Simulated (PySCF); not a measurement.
PySCF 2.14.0, B3LYP/def2-svpd, df: Hf(F)4 ([F][Hf]([F])([F])[F]), 5 atoms. The geometry is a generated start, not checked to be a minimum at this level.

```
Item                                                Result
-------------------------  -------------------------------
task                                                energy
method                                               b3lyp
basis                                            def2-svpd
two-electron scheme                        density fitting
mol.max_memory                                     3000 MB
mf.max_cycle                                           100
mf.conv_tol                                1e-09 (default)
mf.grids.level                                 3 (default)
effective core potentials  those of the basis set, past Kr
basis functions                                        127
grid points                                          80840
```

```xyz
5

Hf     0.0003     0.0004     0.0006
F      1.1943     0.8564    -1.0759
F      0.8873    -1.1467     1.1011
F     -1.1783    -0.9346    -1.0252
F     -0.9036     1.2245     0.9994
```

Charge 0 and multiplicity 1 are set for this test and not shown to be the ground state.

With the defaults (mf.DIIS = CDIIS, mf.diis = true, mf.diis_space = 8, mf.init_guess = minao, mf.level_shift = 0) it converges in 11 Fock builds. One run each on 2 threads, 1 BLAS thread, with these changes:
- mf.level_shift = 0.3 Hartree
- mf.diis_space = 3
- mf.init_guess = huckel
- mf.DIIS = EDIIS
- mf.diis = false
- mf.init_guess = mod_huckel
- mf.level_shift = 1 Hartree
- mf.diis_space = 5
- mf.diis_space = 12

**Question.** Name the settings that don't reach the solution of the defaults.

**Answer.** No convergence: mf.DIIS = EDIIS; mf.diis = false (the run ends without SCF convergence in 100 cycles). The rest reach the solution of the defaults.

```tsv
setting	Fock builds	end
the defaults	11	same solution
mf.diis_space = 12	11	same solution
mf.diis_space = 5	11	same solution
mf.diis_space = 3	12	same solution
mf.init_guess = huckel	12	same solution
mf.init_guess = mod_huckel	12	same solution
mf.level_shift = 0.3 Hartree	14	same solution
mf.level_shift = 1 Hartree	27	same solution
mf.DIIS = EDIIS	101	no convergence
mf.diis = false	101	no convergence
```
